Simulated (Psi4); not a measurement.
Psi4 1.11, HF/def2-svp: Mo(NH)(NMe)(F)(OMe) (C[N]=[Mo](=[NH])([F])[O]C), 14 atoms. The geometry is a generated start, not checked to be a minimum at this level.

```json
{
 "task": "energy",
 "method": "scf",
 "basis": "def2-svp",
 "memory": "3 GB",
 "maxiter": "100",
 "keys_of_the_molecule_block": "symmetry c1",
 "scf_type": "df (default)",
 "e_convergence": "1e-06 (default)",
 "d_convergence": "1e-06 (default)",
 "effective_core_potentials": "those of the basis set, past Kr",
 "basis_functions": "150"
}
```

```xyz
14

Mo    -0.7688    -0.0782     0.6667
N     -1.3196    -1.7136     0.8645
H     -1.6241    -2.6786     0.8300
N     -0.9189     0.4595    -0.9826
C     -1.0650     0.6563    -2.3757
H     -1.9754     1.2299    -2.5789
H     -0.2151     1.2112    -2.7922
H     -1.1454    -0.3063    -2.9004
F     -1.9369     1.0218     1.6119
O      0.8902     0.1053     1.2536
C      2.2446     0.0382     1.5411
H      2.5638    -1.0154     1.5839
H      2.8254     0.5610     0.7646
H      2.4452     0.5091     2.5135
```

Charge 0 and multiplicity 1 are set for this test and not shown to be the ground state.

With the defaults (damping_percentage = 0, diis = true, scf_initial_accelerator = adiis, diis_max_vecs = 10, soscf = false, soscf_start_convergence = 0.01, guess = auto, which took SAD, level_shift = 0, level_shift_cutoff = 0.01) it converges in 13 SCF iterations. One run each on 2 threads, with these changes:
- guess = sapgau
- diis_max_vecs = 3
- diis_max_vecs = 20
- level_shift = 0.5, level_shift_cutoff = 0.001
- soscf = true, soscf_start_convergence = 0.001
- damping_percentage = 20
- damping_percentage = 60
- damping_percentage = 60, diis = false, scf_initial_accelerator = none
- guess = core

Question: Name the settings that don't reach the solution of the defaults.

Answer: No convergence: damping_percentage = 60; damping_percentage = 60, diis = false, scf_initial_accelerator = none (the run ends without SCF convergence in 100 iterations). The rest reach the solution of the defaults.

| setting | SCF iterations | JK calls | end |
|---|---|---|---|
| soscf = true, soscf_start_convergence = 0.001 | 9 | 30 | same solution |
| the defaults | 13 | 14 | same solution |
| diis_max_vecs = 20 | 13 | 14 | same solution |
| level_shift = 0.5, level_shift_cutoff = 0.001 | 13 | 14 | same solution |
| guess = sapgau | 17 | 17 | same solution |
| guess = core | 18 | 18 | same solution |
| diis_max_vecs = 3 | 24 | 25 | same solution |
| damping_percentage = 20 | 26 | 27 | same solution |
| damping_percentage = 60 | 100 | 101 | no convergence |
| damping_percentage = 60, diis = false, scf_initial_accelerator = none | 100 | 101 | no convergence |

An SOSCF iteration holds several JK calls; a Hückel guess adds calls on atoms.
